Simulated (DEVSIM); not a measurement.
Device: Si/Ge p-n heterojunction, at 350 K.

| layer (left to right) | material | thickness (μm) | Nd (cm⁻³) | Na (cm⁻³) | τn (s) | τp (s) |
|---|---|---|---|---|---|---|
| 1 | Si | 0.250 | - | 1.1e18 | 4.2e-6 | 4.2e-6 |
| 2 | Ge | 1.60 | 3.3e16 | - | 4.2e-6 | 4.2e-6 |

Left contact: ohmic. Right contact: ohmic. Voltage is applied to the left contact. Recombination: SRH at mid-gap, radiative. Mobility is μmin + (μ − μmin)/(1 + (N/Nref)^α).

Constants are typed, rounded textbook-type inputs, not results; the design itself was drawn at random and stands for no fabricated device. Values at 300 K; Nc and Nv go as T^1.5, mobilities as T to minus their exponent, the gap by Varshni's rule with the affinity fixed.

```csv
parameter,Si,Ge
gap (eV),1.124,0.664
affinity (eV),4.05,4
permittivity,11.7,16
Nc (cm⁻³),2.86e19,1.04e19
Nv (cm⁻³),3.1e19,6e18
μn (cm²/Vs),1417,3900
μp (cm²/Vs),470,1900
"μn,min",52,150
"μp,min",45,100
"Nref,n",9.7e16,2.6e17
"Nref,p",2.2e17,4e17
αn,0.68,0.56
αp,0.72,0.6
T exponent of μn,2.3,1.66
T exponent of μp,2.2,2.33
B (cm³/s),4.7e-15,6.4e-14
Varshni α (eV/K),0.000473,0.000477
Varshni β (K),636,235
```

Model (solved in DEVSIM): 1D drift-diffusion, Boltzmann statistics, complete ionisation; no tunnelling, impact ionisation, image-force lowering or self-heating. Band offsets follow the typed affinities; no thermionic-emission limit at abrupt steps, no polarisation charge.

The doping Na of layer 1 was swept, all else fixed.

```csv
doping Na of layer 1 (cm^-3),dark forward voltage at 100 A/cm² (V),largest field in the device at zero bias (V/cm),dark forward voltage at 1 A/cm² (V),potential step across the device at zero bias (V)
3.3e16,0.479,66000,0.210,0.767
1.1e17,0.411,110000,0.125,0.803
3.3e17,0.356,200000,0.099,0.836
1.1e18,0.306,350000,0.092,0.873
3.3e18,0.268,610000,0.090,0.906
1.1e19,0.241,1100000,0.089,0.942
```

From the first row to the last the dark forward voltage at 100 A/cm² goes from 0.479 to 0.241. From the first row to the last the largest field in the device at zero bias goes from 66000 to 1100000.
